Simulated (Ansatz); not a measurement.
An Ansatz (a quantum-chemistry and plane-wave program) run: a single point on CsSnI3 with a change (Sn → Sb), its geometry relaxed with PBEsol; r2SCAN/PAW in Ansatz, no spin-orbit coupling, earlier PAW set.

Input:

Ansatz 0.2 input:
```yaml
crystal:
  lattice:
    - [6.0821143286, 0, 0]
    - [0, 6.0821143286, 0]
    - [0, 0, 6.0821143286]
  atoms:
    - { symbol: Cs, position: [0, 0, 0] }
    - { symbol: Sb, position: [0.5, 0.5, 0.5] }
    - { symbol: I, position: [0, 0.5, 0.5] }
    - { symbol: I, position: [0.5, 0.5, 0] }
    - { symbol: I, position: [0.5, 0, 0.5] }
basis: { ecutwfc: 500, ecutrho_ratio: 4, xc_grid: 4, fft_grid_basis: typed }
kpoints: { mp_grid: { grid: [8, 8, 8] } }
hamiltonian:
  xc: r2scan
  dispersion: none
  pseudopotentials: { azcp: { folder: ./paw }, kind: paw }
scf: { occupations: { method: fermi_dirac, width: 0.05 }, convergence: { dr2_threshold: 0.0000000005 } }
output: { forces: true, stress: true }
checkpoint: { write: state.ck, write_every: 1000 }
```

Output (explanatory and most iteration lines left out):

```
Pseudopotential: Cs, paw, valence charge 9
Pseudopotential: Sb, paw, valence charge 15
Pseudopotential: I, paw, valence charge 17
Crystal: 5 atoms, lattice volume = 224.990 Å³
Basis set: ecut = 500 eV, 5695 PW (Γ), exchange–correlation on 180×180×180 points (64 copies of the dense FFT grid, shifted against one another)
Bands: 43, of which v1, the nominal top of the filled ones, is band 38 counted from 1 (37 counted from 0)
Symmetry: 48 space group operations
Space group: Pm-3m (ITA 221), of the structure as read, at distance tolerance 6.1e-5 Å
k-points: 35 of 512
Functional: x = r2scan, c = r2scan; τ floored in thin density (d = 2e-4 eV/Å³)
SCF iter   1: F=—  HF=-34775.063891 eV  |F-HF|=—  |Δ(HF+E_count)|=         —  Δρ=2.61e-2  dr2=3.22e0  dr2_τ=7.42e-3  ethr=3.10e-3  ⟨swp⟩=9.7  Hψ=6937  notcnv=0
SCF iter   2: F=—  HF=-34774.293372 eV  |F-HF|=—  |Δ(HF+E_count)|=   7.71e-1  Δρ=1.47e-2  dr2=1.01e0  dr2_τ=1.81e-2  ethr=3.10e-3  ⟨swp⟩=5.8  Hψ=3660  notcnv=0  defer=26
SCF 1 converged in 10 iterations: F = -34773.792631 eV  dr2 = 9.79e-12
SCF converged after 10 iterations
Free energy (F): -34773.792631 eV
Internal energy: -34773.778935 eV  (E = F + TS)
E sigma→0 (E₀):  -34773.785783 eV
Entropy (-TS):   -0.013697 eV (-2.739 meV/atom)
Fermi energy:    6.302627 eV
--- Forces (eV/Å), atoms counted from 1 ---
  atom   1  Cs    -0.00000000    -0.00000000     0.00000000
  atom   2  Sb     0.00000000    -0.00000000    -0.00000000
  atom   3  I      0.00000000     0.00000000    -0.00000000
  atom   4  I      0.00000000    -0.00000000     0.00000000
  atom   5  I      0.00000000    -0.00000000    -0.00000000
--- Stress (GPa, compression-positive) ---
        0.887151       0.000000      -0.000000
        0.000000       0.887151       0.000000
        0.000000       0.000000       0.887151
  P = ⅓ Tr σ = 0.8872 GPa (8.872 kbar)
```

Single points use the geometry relaxed with PBEsol. Stability against distortions was not tested. The final runs are not spin-polarised. The cell was made from CsSnI3 by this change: Sn → Sb; the result is a hypothetical phase, not in the database extracts checked. Many cubic perovskites are stable only at high temperature; tilts and polar distortions were not tested.
